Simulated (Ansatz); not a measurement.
The reference is As in the A7 type structure (space group R-3m, No. 166; layered).

```yaml
crystal:
  lattice:
    - [1.87285, 1.08129, 3.25080]
    - [-1.87285, 1.08129, 3.25080]
    - [0.00000, -2.16258, 3.25080]
  atoms:
    - { symbol: As, position: [0.23275, 0.23275, 0.23275] }
    - { symbol: As, position: [0.76725, 0.76725, 0.76725] }
```

All numbers come from Ansatz (a first-principles code) PBEsol-D3(BJ), no spin-orbit coupling.

Free-standing slabs (2 atom(s) a layer) normal to the stacking axis with 15 Å of vacuum; in-plane cell relaxed.

One change was made to it. Results:

```json
[
 {"quantity": "excess energy per area of both faces (slab less bulk energy over the cell's area: twice a surface energy) (uncertain by up to 0.08 J/m²)", "base": "–", "after": "1.2 J/m²"},
 {"quantity": "in-plane lattice parameter a", "base": "3.746 Å", "after": "3.661 Å"},
 {"quantity": "shortest interatomic distance", "base": "2.518 Å", "after": "2.487 Å"}
]
```

Problem. Which of these changes matches the shifts?
A) 3 layers
B) 1 layer
C) 4 layers
D) 2 layers

Solution. A, 3 layers. For comparison, the in-plane lattice parameter a in the other runs: 4 layers gives 3.685 Å; 1 layer gives 3.517 Å; 2 layers gives 3.628 Å.

Slab and bulk use different k-meshes, which limits the precision of the excess energy. Stability against distortions was not tested.
